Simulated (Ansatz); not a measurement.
The reference is YFe₂ in the cubic Laves (MgCu2 type) structure (space group Fd-3m, No. 227; a = 7.122 Å; ferromagnetic; a cell from a computed database, its experimental status unchecked). Axes: x, y, z lie along the cube axes.

All numbers come from PBEsol in Ansatz (plane waves to 420 eV, PAW, spin-orbit coupling left out).

Strains are applied to the cell and any free atomic positions relax; under biaxial strain the out-of-plane vector relaxes too.

One change was made to it. Results:

```json
[
 {"quantity": "energy relative to the base (free energy F)", "base": "0 meV/atom", "after": "+5.5 meV/atom"},
 {"quantity": "pressure (mean of the normal stresses, compression positive)", "base": "0.0 GPa", "after": "-2.9 GPa"},
 {"quantity": "largest site moment", "base": "1.71 μB", "after": "1.79 μB"}
]
```

Task: Which of these changes matches the shifts?
A) biaxial strain +4.66 %, plane normal [001], relaxed out of plane
B) uniaxial strain ε_xx = +2.68 %
C) isotropic strain −3.27 %

Result: B, uniaxial strain ε_xx = +2.68 %. For comparison, the energy relative to the base in the other runs: isotropic strain −3.27 % gives +64 meV/atom; biaxial strain +4.66 %, plane normal [001], relaxed out of plane gives +28 meV/atom.

Other magnetic orders, which the real material may have, were not ruled out. Without a gap, meshes like the base's 11×11×11 leave anisotropic stresses uncertain by several tenths of a GPa, and small strain energies with them. No phonon test of stability was made.

Ansatz is a first-principles code.
